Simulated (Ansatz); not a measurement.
ZrO2 (space group P4_2/nmc, No. 137)

```yaml
crystal:
  lattice:
    - [3.60134, 0.00000, 0.00000]
    - [0.00000, 3.60134, 0.00000]
    - [0.00000, 0.00000, 5.22807]
  atoms:
    - { symbol: Zr, position: [0.00000, 0.00000, 0.00000] }
    - { symbol: Zr, position: [0.50000, 0.50000, 0.50000] }
    - { symbol: O, position: [0.00000, 0.50000, 0.19679] }
    - { symbol: O, position: [0.00000, 0.50000, 0.69679] }
    - { symbol: O, position: [0.50000, 0.00000, 0.30321] }
    - { symbol: O, position: [0.50000, 0.00000, 0.80321] }
```

Computed with r2SCAN/PAW in Ansatz (a quantum-chemistry and plane-wave program), spin-orbit coupling left out. k-mesh 9×9×7 (Γ-centred); smearing 0.05 eV (Fermi–Dirac).

| Item | Value |
|---|---|
| Volume per atom | 11.30 Å³ |
| Density | 6.04 g/cm³ |
| Band gap | 4.60 eV, indirect, k = (0.222, 0.222, 0) in the run's primitive reciprocal basis → Γ |
| Electron mass | 2.2 mₑ along c, 0.63 mₑ across |
| Total energy | -1779.383 eV/atom (σ→0; compares only within this code and set-up) |

Masses are band curvatures over ±0.01 Å⁻¹ around the edge. Whether these cells are dynamically stable was not tested. This is not the structure that ZrO2 has at room temperature and ambient pressure.
